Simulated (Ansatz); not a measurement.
Electronic density of states of amorphous Ti20O43W, density 3.57 g/cm³, on a 2×2×2 Γ-centred mesh with a Gaussian width of 0.1 eV; energies count from the Fermi level, whose place inside the gap is arbitrary. Cell and mesh are small, so fine structure isn't converged. Calculation: PBE, scalar-relativistic without spin-orbit coupling (plane waves to 420 eV, PAW; Ansatz, a program for electronic structure). Sampling: a 2×2×2 Γ-centred mesh; Fermi-Dirac width 0.02 eV; no spin polarisation. At PBE the levels at both edges of the gap are localised (band-tail or defect states), and the nearest spread-out levels lie 2.9 eV apart at the zone centre.

A CHGNet melt-quench gave the starting glass, which DFT then relaxed. O atoms were pushed apart under 1.9 Å during the dynamics, to hinder bonds among them. The hot cell started wider than the set density and was brought back towards it in steps. It is the lowest in DFT energy of 2 quenches. It is a model cell: composition and starting density were chosen by hand, and all elements were melted together. No dispersion term was used. Its density started from a set value of 3.83 and ended at 3.57 g/cm³. The quench (nominally 240 K/ps over its main leg) was far faster than any real one, so the model tends to hold more defects than a real film. One small periodic cell is one sample of the glass; other quenches scatter about these values. Volume and shape were free in the relaxation.

(E - EF (eV), states/(eV atom)): (-12.00, 0.00); (-11.90, 0.00); (-11.80, 0.00); (-11.70, 0.00); (-11.60, 0.00); (-11.50, 0.00); (-11.40, 0.00); (-11.30, 0.00); (-11.20, 0.00); (-11.10, 0.00); (-11.00, 0.00); (-10.90, 0.00); (-10.80, 0.00); (-10.70, 0.00); (-10.60, 0.00); (-10.50, 0.00); (-10.40, 0.00); (-10.30, 0.00); (-10.20, 0.00); (-10.10, 0.00); (-10.00, 0.00); (-9.90, 0.00); (-9.80, 0.00); (-9.70, 0.00); (-9.60, 0.00); (-9.50, 0.00); (-9.40, 0.00); (-9.30, 0.00); (-9.20, 0.00); (-9.10, 0.00); (-9.00, 0.00); (-8.90, 0.00); (-8.80, 0.00); (-8.70, 0.00); (-8.60, 0.00); (-8.50, 0.00); (-8.40, 0.00); (-8.30, 0.00); (-8.20, 0.00); (-8.10, 0.00); (-8.00, 0.00); (-7.90, 0.00); (-7.80, 0.00); (-7.70, 0.00); (-7.60, 0.00); (-7.50, 0.00); (-7.40, 0.00); (-7.30, 0.00); (-7.20, 0.00); (-7.10, 0.00); (-7.00, 0.00); (-6.90, 0.00); (-6.80, 0.00); (-6.70, 0.00); (-6.60, 0.00); (-6.50, 0.00); (-6.40, 0.00); (-6.30, 0.05); (-6.20, 0.21); (-6.10, 0.36); (-6.00, 0.34); (-5.90, 0.34); (-5.80, 0.46); (-5.70, 0.55); (-5.60, 0.64); (-5.50, 0.69); (-5.40, 0.83); (-5.30, 0.89); (-5.20, 0.93); (-5.10, 0.94); (-5.00, 1.06); (-4.90, 1.12); (-4.80, 1.10); (-4.70, 1.19); (-4.60, 1.22); (-4.50, 1.09); (-4.40, 1.02); (-4.30, 0.99); (-4.20, 0.93); (-4.10, 0.89); (-4.00, 0.92); (-3.90, 0.90); (-3.80, 0.78); (-3.70, 0.76); (-3.60, 0.80); (-3.50, 0.75); (-3.40, 0.78); (-3.30, 0.79); (-3.20, 0.83); (-3.10, 0.85); (-3.00, 0.86); (-2.90, 0.90); (-2.80, 0.92); (-2.70, 0.92); (-2.60, 0.96); (-2.50, 0.99); (-2.40, 0.97); (-2.30, 0.96); (-2.20, 0.97); (-2.10, 0.94); (-2.00, 0.88); (-1.90, 0.82); (-1.80, 0.80); (-1.70, 0.70); (-1.60, 0.58); (-1.50, 0.51); (-1.40, 0.36); (-1.30, 0.21); (-1.20, 0.07); (-1.10, 0.00); (-1.00, 0.00); (-0.90, 0.00); (-0.80, 0.00); (-0.70, 0.00); (-0.60, 0.00); (-0.50, 0.00); (-0.40, 0.00); (-0.30, 0.00); (-0.20, 0.00); (-0.10, 0.00); (0.00, 0.00); (0.10, 0.00); (0.20, 0.00); (0.30, 0.00); (0.40, 0.00); (0.50, 0.00); (0.60, 0.00); (0.70, 0.00); (0.80, 0.00); (0.90, 0.00); (1.00, 0.00); (1.10, 0.00); (1.20, 0.07); (1.30, 0.19); (1.40, 0.30); (1.50, 0.60); (1.60, 0.84); (1.70, 0.93); (1.80, 0.99); (1.90, 1.01); (2.00, 0.96); (2.10, 0.93); (2.20, 0.87); (2.30, 0.86); (2.40, 0.94); (2.50, 0.96)

The gap between localised states on this mesh is 2.58 eV; the broadening fills part of it in the curve.
